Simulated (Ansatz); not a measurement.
## ZnGeP2: energy against strain

ZnGeP2 (chalcopyrite, I-42d, 19.179 Å³/atom and stress up to 0.01 GPa in the relaxed cell, c along z) under an equal strain ε in the (001) plane with the normal axis free, as in a coherent film. LDA in Ansatz, a plane-wave DFT program (PAW, default set), 420 eV, 9×9×9 Γ-centred mesh, Fermi-Dirac smearing 0.05 eV; ions are relaxed, or left where forces stay under 0.02 eV/Å, within the symmetry of each cell.

Here s stands for strain and y for E less E0.

| strain (%) | E less E0 (meV/atom) |
|---|---|
| -3.00 | ? |
| -1.50 | 3.99 |
| -0.75 | 0.98 |
| 0.00 | 0.00 |
| 0.75 | 0.95 |
| 1.50 | 3.72 |

Fit y of the 5 rows that show it with a parabola. Least squares gives y = 0.001 - 0.0760·s + 1.7130·s². Residuals (row less fit): 0.021, -0.042, -0.001, 0.042, -0.021; standard error 0.047 (degrees of freedom: 2). The quadratic coefficient over the volume, 1.7130 meV × 10⁴ × 0.1602 / 19.179 Å³, is the biaxial elastic modulus of this plane = 143 ± 2 GPa (± standard error of the fit, which holds the terms cut off).

Q: What does the fit predict for y at s = -3.00, and how far is the calculated value from it?

A: y = 0.001 - 0.0760 × (-3.00) + 1.7130 × (-3.00)² = 15.646 meV/atom. The calculation gives 16.54 meV/atom, 0.894 meV/atom above the prediction (5.4 % of the range of y in the table). The row lies outside the fitted rows, so this is an extrapolation. From the scatter of the fitted rows alone, a prediction at this place has a standard error of 0.193 meV/atom, so the miss is 4.6 times that.

A polynomial of degree 3 through the 8 other runs of the series gives 16.52 there, so most of the miss is curvature that the fit leaves out. Rows are the converged runs of the series near zero and its far end; series whose fitted rows scatter by over a few per cent of the range, as at a crossing or softening among them, aren't shown in this form, nor equations of state whose B0' disagrees with the runs' pressures. Most that stay on the fit to the last digits aren't either.
